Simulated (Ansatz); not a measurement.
Base system: ZnSiP2 in the chalcopyrite structure (space group I-42d, No. 122; a = 5.353 Å, c = 10.445 Å). Axes: x, y, z lie along a, b, c of the conventional cell.

All numbers come from plane-wave PAW DFT at the PBEsol level (Ansatz, a quantum-chemistry and plane-wave program, 420 eV), no spin-orbit coupling.

Strains are applied to the cell and any free atomic positions relax; under biaxial strain the out-of-plane vector relaxes too.

One change was made to it. Results:

```tsv
quantity	base	after
energy relative to the base (free energy F)	0 meV/atom	+3.9 meV/atom
volume per atom	18.71 Å³	18.41 Å³
pressure (mean of the normal stresses, compression positive)	0.0 kbar	15.1 kbar
valence-band top at Γ (three highest levels, from the VBM)	0.00, -0.12, -0.12 eV	0.00, 0.00, -0.02 eV
```

**Question.** Which of these changes matches the shifts?
A) biaxial strain −2.25 %, plane normal [001], relaxed out of plane
B) biaxial strain −3.00 %, plane normal [001], relaxed out of plane
C) biaxial strain −1.50 %, plane normal [001], relaxed out of plane

**Answer.** C, biaxial strain −1.50 %, plane normal [001], relaxed out of plane. For comparison, the energy relative to the base in the other runs: biaxial strain −3.00 %, plane normal [001], relaxed out of plane gives +16 meV/atom; biaxial strain −2.25 %, plane normal [001], relaxed out of plane gives +8.9 meV/atom.

The levels and masses belong to the bands next to the band gap. No phonon test of stability was made.
